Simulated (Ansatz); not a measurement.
**C (model structure, Fd-3m, No. 227, 2 atoms in the cell)**

The numbers are results of r²SCAN (Ansatz, a first-principles code, plane waves, PAW), not measurements.

Settings: plane-wave cutoff 560 eV, 30×30×30 k mesh, Fermi–Dirac smearing 0.05 eV, scalar-relativistic PAW data made under PBE.

Cell (relaxed with PBEsol):

```
CELL_PARAMETERS angstrom
     -1.25650     1.25650     1.77695
      1.25650    -1.25650     1.77695
      1.25650     1.25650    -1.77695
ATOMIC_POSITIONS crystal
  C  0.00000 0.00000 0.00000
  C  0.75000 0.25000 0.50000
```

```yaml
band_gap: 4.37 eV (on the SCF k mesh)
```

Note: cell and atoms aren't relaxed at this level (pressure 2.4 GPa).

A model structure was made by putting elements into a prototype or built by hand; here it ended with the formula and space group of a phase in our tables.
